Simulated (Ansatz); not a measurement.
System: L1₂ (Cu3Au-type) Pt3Ti. Method: PBEsol (plane waves, PAW; Ansatz, a program for electronic structure).

Numerical settings: plane-wave cutoff 520 eV, 12×12×12 k mesh, Fermi–Dirac smearing 0.1 eV, perturbation theory, force constants from a 4×4×4 q mesh, no spin polarisation, scalar-relativistic PAW data made under PBE.

Task: What does this level give for the zero-point energy?

Result: 
zero-point energy: 0.027 eV/atom

Spin–orbit coupling is not included.

Computing time: about 3 core-hours (a rough figure).
